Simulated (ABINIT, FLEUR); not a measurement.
A FLEUR input for a self-consistent single point of Nb (Im-3m, 1 atom in the cell) (DFT, PBEsol, all-electron FLAPW (FLEUR), scalar-relativistic valence):

Input of the input generator:

```
Nb
&input film=f /
-3.1303180974 3.1303180974 3.1303180974
3.1303180974 -3.1303180974 3.1303180974
3.1303180974 3.1303180974 -3.1303180974
1.0
1.0 1.0 1.0

1
41 0.0000000000 0.0000000000 0.0000000000

&comp jspins=1 /
&exco xctyp='PBEs' /
&kpt div1=9 div2=9 div3=9 /
&end /
```

```xml
<?xml version="1.0" encoding="UTF-8" standalone="no"?>
<fleurInput fleurInputVersion="0.39">
   <comment>
      Nb                                                                                                  
   </comment>
   <calculationSetup>
      <cutoffs Kmax="4.0" Gmax="20.0" GmaxXC="20.0" numbands="0"/>
      <scfLoop itmax="60" minDistance="0.00001" maxIterBroyd="15" imix="Anderson" alpha="0.05" precondParam="0.0" spinf="2.0"/>
      <coreElectrons ctail="T" frcor="F" kcrel="0" coretail_lmax="0"/>
      <xcFunctional name="PBEs" relativisticCorrections="F"/>
      <magnetism jspins="1"/>
      <soc l_soc="F" theta="0.0" phi="0.0" spav="F"/>
      <expertModes spex="0" secvar="F"/>
      <geometryOptimization l_f="T" forcealpha="1.0" forcemix="BFGS" epsdisp="0.00001" epsforce="0.00001"/>
      <ldaU l_linMix="F" mixParam="0.05" spinf="1.0"/>
   </calculationSetup>
   <cell>
      <bzIntegration valenceElectrons="13.0" mode="hist" fermiSmearingEnergy="0.00183747">
         <kPointListSelection listName="default-1"/>
         <!-- k-points included here -->
         <xi:include xmlns:xi="http://www.w3.org/2001/XInclude" href="kpts.xml"> </xi:include>
      </bzIntegration>
      <!-- symmetry operations included here -->
      <xi:include xmlns:xi="http://www.w3.org/2001/XInclude" href="sym.xml"> </xi:include>
      <bulkLattice scale="1.0">
         <bravaisMatrix>
            <row-1>   -3.1303180974000000     3.1303180974000000     3.1303180974000000</row-1>
            <row-2>    3.1303180974000000    -3.1303180974000000     3.1303180974000000</row-2>
            <row-3>    3.1303180974000000     3.1303180974000000    -3.1303180974000000</row-3>
         </bravaisMatrix>
      </bulkLattice>
   </cell>
   <atomSpecies>
      <species name="Niobium (Nb)" element="Nb" atomicNumber="41">
         <mtSphere radius="2.50" gridPoints="829" logIncrement="0.015"/>
         <atomicCutoffs lmax="7" lnonsphr="5"/>
         <electronConfig flipSpins="F">
            <coreConfig>(1s1/2) (2s1/2) (2p1/2) (2p3/2) (3s1/2) (3p1/2) (3p3/2) (3d3/2) (3d5/2)</coreConfig>
            <valenceConfig>(4s1/2) (4p1/2) (4p3/2) (5s1/2) (4d3/2) (4d5/2)</valenceConfig>
            <stateOccupation state="(5s1/2)" spinUp="0.5" spinDown="0.5"/>
            <stateOccupation state="(4d3/2)" spinUp="0.8" spinDown="0.8"/>
            <stateOccupation state="(4d5/2)" spinUp="1.2" spinDown="1.2"/>
         </electronConfig>
         <energyParameters s="5" p="5" d="4" f="4"/>
         <lo type="SCLO" l="0" n="4" eDeriv="0"/>
         <lo type="SCLO" l="1" n="4" eDeriv="0"/>
         <lo type="SCLO" l="1" n="4" eDeriv="1"/>
         <lo type="SCLO" l="2" n="4" eDeriv="2"/>
         <lo type="SCLO" l="3" n="4" eDeriv="2"/>
      </species>
   </atomSpecies>
   <atomGroups>
      <atomGroup species="Niobium (Nb)">
         <relPos label="                   1">.0000000000 .0000000000 .0000000000</relPos>
         <force calculate="T" relaxXYZ="TTT"/>
      </atomGroup>
   </atomGroups>
   <output dos="F" band="F" slice="F">
      <checks vchk="F" cdinf="F"/>
      <bandDOS minEnergy="-.5*Htr" maxEnergy="0.5*Htr" sigma="0.015" storeEVData="T"/>
      <vacuumDOS vacdos="F" integ="F" star="F" nstars="0" locx1="0.0" locy1="0.0" locx2="0.0" locy2="0.0" nstm="0" tworkf="0.0"/>
      <unfoldingBand unfoldBand="F" supercellX="1" supercellY="1" supercellZ="1"/>
      <plotting iplot="0" polar="F">
         <plot TwoD="T" vec1="  1.0  0.0  0.0" vec2="  0.0  1.0  0.0" vec3="  0.0  0.0  1.0" zero="  0.0  0.0  0.0" file="plot"/>
      </plotting>
      <chargeDensitySlicing numkpt="0" minEigenval="0.0" maxEigenval="0.0" nnne="0" pallst="F"/>
      <specialOutput eonly="F"/>
      <magneticCircularDichroism mcd="F" energyLo="-10.0" energyUp="0.0"/>
   </output>
  <!-- We include the file relax.xml here to enable relaxations (see documentation) -->
  <xi:include xmlns:xi="http://www.w3.org/2001/XInclude" href="relax.xml"> <xi:fallback/> </xi:include>
</fleurInput>
```

Task: Write the same calculation as an input for ABINIT.

Result: One input that does it (others would too):

```
# Nb, PseudoDojo nc-sr-04 PBEsol standard
pp_dirpath "./"
pseudos "Nb.upf"
acell 3*1.0
rprim
        -3.1303180974    3.1303180974    3.1303180974
         3.1303180974   -3.1303180974    3.1303180974
         3.1303180974    3.1303180974   -3.1303180974
natom 1
ntypat 1
znucl 41
typat 1
xcart    0.0000000000    0.0000000000    0.0000000000
ecut 41
occopt 3
tsmear 0.00183747
nband 12
kptopt 1
ngkpt 9 9 9
nshiftk 1
shiftk 0 0 0
nstep 50
tolvrs 1.0e-11
prtwf 0
prtden 0
```

Basis, cutoffs, solver keys and any potentials are the target program's own. This input uses DFT, PBEsol, plane waves, norm-conserving pseudopotentials (PseudoDojo nc-sr-04 PBEsol standard).

The starting cell comes from a database of computed structures (which also holds hypothetical and non-ambient phases and stackings), without a prior relaxation at this level. Its lattice was rescaled by a random factor within 2.5 % of one.
